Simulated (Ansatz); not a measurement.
## Response to strain in Rh

Take Rh in the fcc (Cu type) structure (space group Fm-3m, No. 225; a = 3.802 Å; relaxed with 0.1 eV smearing) as the base.

Strains are applied to the cell and any free atomic positions relax.

All numbers come from plane-wave PAW DFT at the r2SCAN level (Ansatz, an electronic-structure program, 500 eV), without spin-orbit coupling.

| isotropic strain (%) | pressure (GPa) |
|---|---|
| -1.48 | 14.0 |
| -0.79 | 7.1 |
| 0 | 0.0 |
| 1.13 | ? |
| 4.03 | -24.3 |

**Question.** Fit P = P₀ − Bδ + Cδ² with δ = (1 + ε)³ − 1 to the rows shown and predict the withheld row.

**Answer.** Least squares on the printed values gives P₀ = 0.0 GPa, B = 287 GPa, C = 750 GPa (largest residual 0.0 GPa); this predicts -9.0 GPa, and the run gives -8.6 GPa, 0.4 higher.

Whether these cells are dynamically stable was not tested. All final runs are without spin polarisation. Rh lies near a magnetic instability that expansion can trigger; it was not tested.
